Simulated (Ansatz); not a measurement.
# Wire resistance of YSn₃ (Pm-3m) and of Cu

YSn₃ (Pm-3m): ρ₀ = 22.3 μΩ·cm, ℓ = 4.60 nm. Cu (Fm-3m): ρ₀ = 1.66 μΩ·cm, ℓ = 40.5 nm. Both at 300 K by PBEsol, DFPT electron-phonon coupling, linearised Boltzmann equation (plane waves, PAW, scalar-relativistic; Ansatz, a program for electronic structure); third figures are kept for the arithmetic, and halving the electron mesh moves ρ₀ by up to 3 and 1 % at 300 K, and ℓ by up to 7 and 1 % (the most at any temperature). Cell of YSn₃ (Pm-3m): a = b = c = 4.649 Å, α = β = γ = 90.00°.

Square wire of width d: ρ = ρ₀ {1 + (3/4)(1 − p) ℓ/d + (3/2) [R/(1 − R)] ℓ/D}, with p = 0.5, R = 0.2, D = d.

Question: Reduce the formula and give each metal's size term.

Answer: With D = d the size term is Kρ₀ℓ/d, K = 0.75 × 0.5 + 1.5 × 0.2/0.80 = 0.750. YSn₃ (Pm-3m): ρ₀ℓ = 10.3×10⁻¹⁶ Ω·m², ρ = 22.3 + 77/d. Cu: 6.72×10⁻¹⁶ Ω·m², ρ = 1.66 + 50.4/d (μΩ·cm, d in nm).

Question: Do these numbers give a width at which YSn₃ (Pm-3m) overtakes?

Answer: Nowhere: neither ρ₀ nor ρ₀ℓ of YSn₃ (Pm-3m) lies under that of Cu.

Question: Give copper a liner of 1.5 nm on each side that carries no current, and suppose that YSn₃ (Pm-3m) needs no liner. Find the resistance of 1 μm of line, ρL/d², in square trenches of width w. Take w = 16, 18, 30, 45 nm.

Answer: 
| w (nm) | ρ, YSn₃ (Pm-3m) (μΩ·cm) | Ω/μm, YSn₃ (Pm-3m) | core d (nm) | ρ, Cu (μΩ·cm) | Ω/μm, Cu |
|---|---|---|---|---|---|
| 16 | 27 | 1060 | 13 | 5.5 | 330 |
| 18 | 27 | 820 | 15 | 5.0 | 220 |
| 30 | 25 | 280 | 27 | 3.5 | 48 |
| 45 | 24 | 119 | 42 | 2.9 | 16.2 |

The line of Cu has the lower resistance at w = 16, 18, 30, 45 nm.

The formula is the first-order form of the Fuchs-Sondheimer and Mayadas-Shatzkes models for a square wire of an isotropic metal and fails where d lies far under ℓ. Specularity, reflection and grain size are typed assumptions. ℓ is weighted by the current that each state carries; one path shared by all states gives a smaller ρ₀ℓ, by an amount that differs from metal to metal. Only harmonic phonons scatter in ρ₀; disorder, surface states and the phase's stability aren't judged.

Computed structure with no diffraction record at hand here (it may be known, metastable or hypothetical): YSn3 (Pm-3m).
